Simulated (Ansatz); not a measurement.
Band structure of TaC (Pnma, 8 atoms in the cell).

```
CELL_PARAMETERS angstrom
      6.06971     0.00000     0.00000
      0.00000     3.25423     0.00000
      0.00000     0.00000     4.47677
ATOMIC_POSITIONS crystal
  Ta 0.18000 0.25000 0.12500
  Ta 0.32000 0.75000 0.62500
  Ta 0.82000 0.75000 0.87500
  Ta 0.68000 0.25000 0.37500
  C  0.03600 0.25000 0.61000
  C  0.46400 0.75000 0.11000
  C  0.96400 0.75000 0.39000
  C  0.53600 0.25000 0.89000
```

Method: PBE with spin-orbit coupling (plane waves, PAW; Ansatz, a program for electronic structure).

Settings: kpoints.mp_grid.grid = 5 8 6; hamiltonian.xc = pbe; hamiltonian.pseudopotentials = {kind: paw} (the program's default PAW files); magnetization.noncollinear = true; magnetization.spin_orbit = true; scf.occupations.method = cold; scf.occupations.width = 0.1 eV; kpoints.band_path.npoints = 10.

The starting cell was generated: these elements placed on a structure prototype, without a prior relaxation; it need not be a known phase or ordering of this composition.

Levels in eV from the Fermi level, bands 65 to 72:
| point | 65 | 66 | 67 | 68 | 69 | 70 | 71 | 72 |
|---|---|---|---|---|---|---|---|---|
| Γ | -1.75 | -1.75 | -1.02 | -1.02 | -0.58 | -0.58 | -0.42 | -0.42 |
| X | 1.90 | 1.90 | 1.90 | 1.90 | 2.19 | 2.19 | 2.19 | 2.19 |
| S | -1.32 | -1.32 | -1.32 | -1.32 | -1.16 | -1.16 | -1.16 | -1.16 |
| Y | -1.41 | -1.41 | -1.41 | -1.41 | 0.31 | 0.31 | 0.31 | 0.31 |
| Z | -1.32 | -1.32 | -1.32 | -1.32 | 0.01 | 0.01 | 0.01 | 0.01 |
| U | 2.20 | 2.20 | 2.20 | 2.20 | 2.44 | 2.44 | 2.44 | 2.44 |
| R | 1.24 | 1.24 | 1.24 | 1.24 | 1.26 | 1.26 | 1.26 | 1.26 |
| T | -1.22 | -1.22 | -1.22 | -1.22 | 0.34 | 0.34 | 0.34 | 0.34 |

Bands cross the Fermi level along this path, so the cell is metallic at this level.

The net moment of the cell came out as 0.00 μB.

Keys are those of Ansatz 0.2.
